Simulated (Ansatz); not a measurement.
Defect migration in wurtzite CdS: Cd vacancy, charge state -2. The step: one Cd atom jumps into the vacancy from a nearby Cd site; the atom moves 4.01 Å along (0.00, 0.95, 0.00) of the unit cell; the moving atom starts with neighbours S at 2.50, S at 2.59, S at 2.60, S at 2.61 Å and ends with S at 2.49, S at 2.59, S at 2.60, S at 2.61 Å. A PBE band in Ansatz (plane-wave PAW, one k-point at (0.125, 0.250, 0.250), 72 host sites, 30 SCF runs with any check of the saddle's order, static, no finite-size correction) gives a forward barrier of 0.94 eV. The saddle point's order was not checked. The charge state is imposed; whether it is stable for some Fermi level was not computed. Forms of the defect that were not tried may lie lower.

Single points at the band's start and saddle point can refine it. Rough cost of one point, in units of the band's mean SCF on the same machine:

| Level | Cost of one point |
|---|---|
| PBE, a 2×2×2 k-point mesh shifted by half a step along c | about 5 |
| r2SCAN at 500 eV, one k-point at (0.125, 0.250, 0.250) | about 2 |

**Question.** Which of these move the barrier by more than 0.1 eV, and how far does each move it?

**Answer.** Not one does. PBE, a 2×2×2 k-point mesh shifted by half a step along c: 0.00 eV; r2SCAN at 500 eV, one k-point at (0.125, 0.250, 0.250): -0.02 eV. Each functional is compared with PBE at the same k-points.

Ansatz is a quantum-chemistry and plane-wave program.
